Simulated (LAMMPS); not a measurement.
MD of GaN (wurtzite) at zero pressure, 896 atoms, as a crystal; each row is its own run.

Computed with classical MD, pair style sw, file GaN.sw (LAMMPS).

```
T (K)  enthalpy (eV/atom)
-----  ------------------
200               -4.2891
300               -4.2629
1220              -4.0229
1620              -3.9146
2020              -3.8075
3240              -3.4546
```

Question: Fit a straight line, y = a + b x, to these rows (x is the first column, y the second) and predict the run at x = 2430.

Answer: Least squares gives a = -4.3501 and b = 0.0002731. At x = 2430 the fit predicts -3.6864 eV/atom. The run itself gave -3.6907 ± 0.0006 eV/atom, so the fit is 4.3 meV/atom high.
